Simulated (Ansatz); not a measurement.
Take Al₂Cu (space group I4/mcm, No. 140; a = 6.0058 Å, c = 4.7897 Å) as the base.

Calculations: plane-wave PAW DFT at the r2SCAN level (Ansatz, a quantum-chemistry and plane-wave program, 500 eV), spin-orbit coupling left out.

Before the change:

```
Property              Result
-------------------  -------
c/a ratio              0.798
Lattice parameter a  6.006 Å
```

Now apply this change: full substitution Cu → Zn; the structure is relaxed again.

Tabulated Pauling electronegativity and covalent radius: Cu 1.90, 1.32 Å; Zn 1.65, 1.22 Å.

Problem. How does this affect the c/a ratio and lattice parameter a?

Solution. The c/a ratio rises by 0.010 to 0.808; the lattice parameter a grows by 0.180 Å, from 6.006 Å to 6.186 Å.

No phonon test of stability was made. As relaxed here, Al2Zn is a hypothetical phase, not in the database extracts checked. All final runs are without spin polarisation.
